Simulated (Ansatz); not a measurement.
Reference: Rh (Fm-3m), PBEsol, rigid bands (plane waves, PAW, scalar-relativistic; Ansatz, a quantum-chemistry and plane-wave program); axes and stresses refer to this cell.

```
CELL_PARAMETERS angstrom
      0.00000     1.88966     1.88966
      1.88966     0.00000     1.88966
      1.88966     1.88966     0.00000
ATOMIC_POSITIONS crystal
  Rh 0.00000 0.00000 0.00000
```

The root-mean-square Fermi velocity is 6.6 ×10⁵ m/s and the density of states at the Fermi level per atom is 1.24 states/eV. The resistivity times mean free path comes out as 3.3 ×10⁻¹⁶ Ω·m².

```
Change                                                        root-mean-square Fermi velocity  density of states at the Fermi level per atom  resistivity times mean free path
------------------------------------------------------------  -------------------------------  ---------------------------------------------  --------------------------------
hydrostatic pressure 10 GPa                                                      6.9 ×10⁵ m/s                                 1.17 states/eV                   3.2 ×10⁻¹⁶ Ω·m²
hydrostatic pressure 2 GPa                                                       6.7 ×10⁵ m/s                                              …                   3.2 ×10⁻¹⁶ Ω·m²
hydrostatic pressure 5 GPa                                                       6.8 ×10⁵ m/s                                 1.20 states/eV                   3.2 ×10⁻¹⁶ Ω·m²
uniaxial stress along [110] of -2 GPa (compression positive)                                …                                 1.24 states/eV                                 …
uniaxial stress zz = 2 GPa (compression positive)                                6.6 ×10⁵ m/s                                              …                   3.2 ×10⁻¹⁶ Ω·m²
```

Question: What belongs in the gaps?

Answer: 
- hydrostatic pressure 2 GPa, density of states at the Fermi level per atom: 1.22 states/eV
- uniaxial stress along [110] of -2 GPa (compression positive), root-mean-square Fermi velocity: 6.6 ×10⁵ m/s
- uniaxial stress along [110] of -2 GPa (compression positive), resistivity times mean free path: 3.3 ×10⁻¹⁶ Ω·m²
- uniaxial stress zz = 2 GPa (compression positive), density of states at the Fermi level per atom: 1.23 states/eV

Metals at this level; values at 300 K, both spins, means over directions. As a rough test of the mesh, the Fermi surface's area from every second k point differs by up to 5 %. The product of resistivity and mean free path takes one path for all states. Spin-orbit coupling is left out unless a row names it. Stresses and pressures are the targets of the relaxation.  The structure type is held under load, also where the real crystal would transform.
